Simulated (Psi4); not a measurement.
Psi4 1.11, PBE/def2-svpd: Ag(OMe)(NH3) (C[O][Ag]<-[NH3]), 10 atoms. The geometry is a generated start, not checked to be a minimum at this level.

| Item | Value |
|---|---|
| task | energy |
| method | pbe |
| basis | def2-svpd |
| memory | 3 GB |
| maxiter | 100 |
| keys of the molecule block | symmetry c1 |
| scf_type | df (default) |
| e_convergence | 1e-06 (default) |
| d_convergence | 1e-06 (default) |
| dft_radial_points | 75 (default) |
| dft_spherical_points | 302 (default) |
| effective core potentials | those of the basis set, past Kr |
| basis functions | 145 |
| grid points | 216946 |

```xyz
10

Ag     0.1033     0.7262    -0.0602
O      0.9484    -0.3592     1.4398
C      0.8539    -1.7406     1.5742
H      1.3406    -2.2830     0.7460
H      1.3639    -2.0306     2.5048
H     -0.1876    -2.0966     1.6460
N     -0.9672     1.8266    -1.7518
H     -1.7632     2.3566    -1.4155
H     -1.3186     1.1396    -2.4096
H     -0.3736     2.4610    -2.2737
```

Charge 0 and multiplicity 1 are set for this test and not shown to be the ground state.

With the defaults (diis = true, scf_initial_accelerator = adiis, damping_percentage = 0, guess = auto, which took SAD, diis_max_vecs = 10, soscf = false) it converges in 11 SCF iterations. One run each on 2 threads, with these changes:
- damping_percentage = 20
- soscf = true
- scf_initial_accelerator = ediis
- scf_initial_accelerator = none
- guess = gwh
- diis_max_vecs = 6
- diis_max_vecs = 3
- diis = false, scf_initial_accelerator = none, damping_percentage = 60
- guess = sapgau

Which of these changes keep the SCF from converging, or lead it to another solution?

No convergence: diis = false, scf_initial_accelerator = none, damping_percentage = 60 (the run ends without SCF convergence in 100 iterations). The rest reach the solution of the defaults.

```json
[
 {"setting": "soscf = true", "SCF iterations": "7", "JK calls": "23", "end": "same solution"},
 {"setting": "the defaults", "SCF iterations": "11", "JK calls": "12", "end": "same solution"},
 {"setting": "scf_initial_accelerator = ediis", "SCF iterations": "11", "JK calls": "12", "end": "same solution"},
 {"setting": "diis_max_vecs = 6", "SCF iterations": "11", "JK calls": "12", "end": "same solution"},
 {"setting": "scf_initial_accelerator = none", "SCF iterations": "11", "JK calls": "12", "end": "same solution"},
 {"setting": "guess = gwh", "SCF iterations": "16", "JK calls": "16", "end": "same solution"},
 {"setting": "diis_max_vecs = 3", "SCF iterations": "17", "JK calls": "18", "end": "same solution"},
 {"setting": "guess = sapgau", "SCF iterations": "17", "JK calls": "17", "end": "same solution"},
 {"setting": "damping_percentage = 20", "SCF iterations": "21", "JK calls": "22", "end": "same solution"},
 {"setting": "diis = false, scf_initial_accelerator = none, damping_percentage = 60", "SCF iterations": "100", "JK calls": "101", "end": "no convergence"}
]
```

An SOSCF iteration holds several JK calls; a Hückel guess adds calls on atoms. 2 further runs of the study ended by our limits or in an error and are left out.
